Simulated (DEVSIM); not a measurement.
System: illuminated Si n-on-p cell, one wavelength, at 400 K.

Layer 1 from the left is Si, thickness (μm) 0.320, Nd (cm⁻³) 9.6e18, τn (s) 4.8e-8, τp (s) 3.3e-7, absorption coefficient (cm⁻¹) 15000. Layer 2 from the left is Si, thickness (μm) 40.0, Na (cm⁻³) 9e16, τn (s) 2.2e-6, τp (s) 2.2e-6, absorption coefficient (cm⁻¹) 15000.

Left contact: ohmic, minority hole recombination velocity 300 cm/s. Right contact: ohmic, minority electron recombination velocity 30000 cm/s. Voltage is applied to the left contact. Recombination: SRH at mid-gap, radiative, Auger. Light enters at the left, 3.6e19 photons cm⁻² s⁻¹, one pass, no reflection. Mobility is constant in doping.

The device is made up for the run: typed textbook-type constants, with dimensions and the other settings drawn at random. Values at 300 K; Nc and Nv go as T^1.5, mobilities as T to minus their exponent, the gap by Varshni's rule with the affinity fixed.

Si: gap (eV) 1.124, affinity (eV) 4.05, permittivity 11.7, Nc (cm⁻³) 2.86e19, Nv (cm⁻³) 3.1e19, μn (cm²/Vs) 1417, μp (cm²/Vs) 470, T exponent of μn 2.3, T exponent of μp 2.2, B (cm³/s) 4.7e-15, Cn (cm⁶/s) 2.8e-31, Cp (cm⁶/s) 9.9e-32, Varshni α (eV/K) 0.000473, Varshni β (K) 636.

Simulated with DEVSIM: 1D drift-diffusion, Boltzmann statistics, complete ionisation; no tunnelling, impact ionisation, image-force lowering or self-heating.

Task: What does the simulation give for the fill factor, the open-circuit voltage, the share of generated pairs collected at short circuit?

Result: fill factor 0.78; open-circuit voltage 0.572 V; share of generated pairs collected at short circuit 0.991.
